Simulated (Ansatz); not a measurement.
The starting structures come from a database of crystals and need not be the phases stable at ambient conditions.

By PBEsol, the system below comes out a metal.

Without scattering a metal conducts by its projected Fermi surface.

```yaml
crystal:
  lattice:
    - [4.28765, 0.00000, 0.00000]
    - [0.00000, 4.28765, 0.00000]
    - [2.14382, -2.14382, 3.03182]
  atoms:
    - { symbol: Li, position: [0.75000, 0.75000, 0.50000] }
    - { symbol: Li, position: [0.00000, 0.00000, 0.00000] }
    - { symbol: Zn, position: [0.25000, 0.25000, 0.50000] }
    - { symbol: Zn, position: [0.50000, 0.50000, 0.00000] }
```

Space group of this cell: Fd-3m. The cell is taken as given.

The current flows along the normal of the first two printed cell vectors, the (001) plane of the conventional cell. No spin-orbit coupling; the value is a mean over 0.1 eV about the Fermi level.

Problem. Compute, with PBEsol run with Ansatz (a quantum-chemistry and plane-wave program), the ballistic conductance per area.

Solution. 0.91 × 10¹⁵ S/m² for both spins.
